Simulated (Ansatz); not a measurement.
Start from Zr in the hcp (Mg type) structure (space group P6_3/mmc, No. 194; a = 3.230 Å, c = 5.179 Å; relaxed with 0.1 eV smearing). Axes: x lies along a and z along c of the hexagonal cell.

Level of theory: PBE in Ansatz (plane waves to 420 eV, PAW, no SOC).

It is then changed as follows: every lattice vector is stretched by 2.00 %, atoms relaxed at fixed cell.

### Question
Predict the stress tensor and what it implies for the stiffness.

### Answer
Stress of the strained cell less that of the base (GPa, compression positive):
```
   -4.9     0.0     0.0
    0.0    -4.9     0.0
    0.0     0.0    -5.2
```

Then B = −ΔP/(ΔV/V₀) with ΔV/V₀ = 0.0612 gives secant stiffness values (nonlinear terms included at this strain): B (at held cell shape, above the free-shape value) ≈ 82 GPa.

As a check, the harmonic strain energy −½ V₀ Δσ:ε is 22 meV/atom; the computed energy rise is 23 meV/atom.

No phonon test of stability was made. All final runs are without spin polarisation.

Ansatz is a first-principles code.
